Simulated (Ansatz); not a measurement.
Consider interstitial H in rock-salt LiF with all lengths changed by +1 %, charge state +1. The step: a concerted move, in which H travels most; the atom moves 1.44 Å along (0.25, 0.25, 0.00) of the unit cell; the moving atom starts with neighbours 2 F at 1.15; 2 Li at 1.87 Å and ends with 2 F at 1.15; 2 Li at 1.87 Å. DFT values are from Ansatz (plane-wave PAW, 420 eV unless said) in a cell of 64 host sites, spin-restricted, static, with no finite-size correction. The charge state is imposed; whether it is stable for some Fermi level was not computed. Sites that were not tried may lie lower. For the PBE band: the saddle point's order was not checked, and it lies on a symmetry element of the cell, where a band can be held.

```csv
Level,Forward barrier (eV),Cost of the band or of the saddle's single point
"CHGNet universal potential (has no charge state), its own band",0.26,-
"PBE, a 2×2×2 k-point mesh shifted by half a step, band relaxed",0.32,very roughly 20 core-minutes
```

Ansatz is an electronic-structure program.
